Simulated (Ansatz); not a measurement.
Cell and atoms of amorphous Si$_{48}$Ge$_{24}$:

```
CELL_PARAMETERS angstrom
     11.76004     0.02802     0.27508
      0.02802    11.07761    -0.26927
      0.27508    -0.26927    12.18116
ATOMIC_POSITIONS crystal
  Si 0.38870 0.97883 0.41811
  Si 0.07483 0.58484 0.40842
  Si 0.27033 0.14860 0.68697
  Si 0.40572 0.46064 0.87874
  Si 0.47488 0.90767 0.70944
  Si 0.78557 0.51552 0.99175
  Si 0.32734 0.96397 0.60395
  Si 0.49452 0.15793 0.41423
  Si 0.80932 0.08733 0.08660
  Si 0.34946 0.12493 0.86518
  Si 0.93985 0.87131 0.82339
  Si 0.68433 0.41320 0.49465
  Si 0.58463 0.84918 0.09489
  Si 0.09186 0.87381 0.21923
  Si 0.09580 0.49015 0.10146
  Si 0.53043 0.62257 0.84374
  Si 0.91484 0.40249 0.66882
  Si 0.39533 0.26128 0.57247
  Si 0.67422 0.81234 0.25719
  Si 0.78846 0.98300 0.25152
  Si 0.10479 0.37450 0.39516
  Si 0.58155 0.52091 0.36379
  Si 0.05103 0.40685 0.80913
  Si 0.65948 0.99350 0.96914
  Si 0.68854 0.09808 0.39433
  Si 0.25222 0.18175 0.19662
  Si 0.76698 0.44015 0.16850
  Si 0.05863 0.73219 0.90688
  Si 0.41119 0.64219 0.36336
  Si 0.11230 0.89655 0.02716
  Si 0.00375 0.20082 0.83610
  Si 0.21252 0.67946 0.78128
  Si 0.80172 0.55236 0.59412
  Si 0.72400 0.98340 0.54578
  Si 0.88847 0.66587 0.45256
  Si 0.28924 0.48473 0.04019
  Si 0.30097 0.37302 0.43440
  Si 0.24648 0.63904 0.48855
  Si 0.67693 0.12986 0.68900
  Si 0.98424 0.54029 0.95463
  Si 0.07784 0.30915 0.20958
  Si 0.54584 0.06487 0.82728
  Si 0.38810 0.85291 0.12197
  Si 0.81187 0.26344 0.40211
  Si 0.74546 0.83034 0.84736
  Si 0.87428 0.26608 0.20837
  Si 0.01772 0.91128 0.64447
  Si 0.52012 0.81717 0.39015
  Ge 0.19475 0.80039 0.62173
  Ge 0.81898 0.24580 0.77558
  Ge 0.97508 0.03607 0.96051
  Ge 0.12433 0.65882 0.23108
  Ge 0.33458 0.64570 0.18016
  Ge 0.59714 0.81807 0.56845
  Ge 0.97310 0.01593 0.33399
  Ge 0.90441 0.88546 0.48750
  Ge 0.58143 0.32099 0.65080
  Ge 0.37984 0.50852 0.58784
  Ge 0.30619 0.93410 0.96226
  Ge 0.31611 0.26028 0.02489
  Ge 0.38534 0.77363 0.83244
  Ge 0.67222 0.68493 0.70218
  Ge 0.41610 0.28642 0.28153
  Ge 0.97922 0.26693 0.51815
  Ge 0.75937 0.61870 0.29890
  Ge 0.55329 0.42331 0.17697
  Ge 0.66582 0.68898 0.97689
  Ge 0.24842 0.45938 0.75048
  Ge 0.52220 0.31693 0.98394
  Ge 0.06761 0.12504 0.65375
  Ge 0.27267 0.97214 0.25833
  Ge 0.68137 0.39043 0.85554
```

Level of theory: PBE, scalar-relativistic without spin-orbit coupling (plane waves to 420 eV, PAW; Ansatz, a first-principles code). Neutral PBE cell, which sets geometry, pressure and energy: sampling: a 2×2×2 Γ-centred mesh; Fermi-Dirac width 0.05 eV; no spin polarisation.

A CHGNet melt-quench gave the starting glass, which DFT then relaxed. The hot cell started wider than the set density and was brought back towards it in steps. It is the lowest in DFT energy of 4 quenches. It is a model cell: composition and starting density were chosen by hand, and all elements were melted together. No dispersion term was used. Its density started from a set value of 3.19 and ended at 3.24 g/cm³. The quench (nominally 100 K/ps over its main leg) was far faster than any real one, so the model tends to hold more defects than a real film. A cell of this size samples the disorder only roughly. Volume and shape were free in the relaxation.

**Question.** Give the pressure, the energy against reference phases and the spacing of the highest filled and lowest empty levels.

**Answer.** 
The pressure on a 2×2×2 Γ-centred mesh is 0.06 GPa. The largest force and stress component on that mesh (the relaxation ran on one k-point at (1/4, 1/4, 1/4)) is 0.19 eV/Å and 0.2 GPa. The energy relative to silicon + germanium (lowest mix at this level among the phases computed, not always the ambient ones) comes out as 0.252 eV/atom and the gap on a 2×2×2 Γ-centred mesh (PBE) is within the smearing (under twice its width).

**Question.** At PBE and the zone centre, how localised are the states just below and above the Fermi level (participation number: the atoms over which a state spreads)?

**Answer.** The highest filled state is spread over 49.2 atoms' worth, largest on Ge55, with weights by element (charge in smoothed Voronoi cells) Si 0.59, Ge 0.41. The lowest empty state is spread over 45.5 atoms' worth, largest on Si37, with weights by element (charge in smoothed Voronoi cells) Si 0.62, Ge 0.38.

The levels at the Fermi energy are partly filled. A closed spacing in one fast-quenched cell at PBE doesn't show the material to be a metal.

Cut-offs for bonds: Si-Si 2.68 Å, Si-Ge 2.80 Å, Ge-Ge 2.76 Å.

A PBE run started with 1 μB on atoms that lack a bond or may hold spare charge lost its moments; other starts weren't tried.
